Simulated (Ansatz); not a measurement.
Structures of equal composition on the (0001) surface of hcp Ti: a layer of Pd in place of the second plane; a layer of Pd in place of the third plane. The slabs share one bottom face, and each structure is named by its start. These are constructed structures in small cells; real faces may alloy, dewet or reconstruct in larger ones, and not all known structures of the face are among them. Slabs of about 12 Å with all that they carry, Fermi-Dirac smearing of 0.1 eV. Bottom of the slabs: a bare face, its two planes held. Relaxed from the named starts with such symmetry as they have, on meshes of like density; energies extrapolated to zero smearing; no spin-orbit coupling, no U. Spin-polarised runs, if any, are marked in brackets, and their order is one that fits the cell; the others ran without spin.

Calculation: PBE (plane waves to 420 eV, PAW; Ansatz, a first-principles code).

Task: Order them by energy per 1x1 cell (lowest first) at the level PBE.

Result: a layer of Pd in place of the third plane (0.000 eV), a layer of Pd in place of the second plane (0.245 eV)
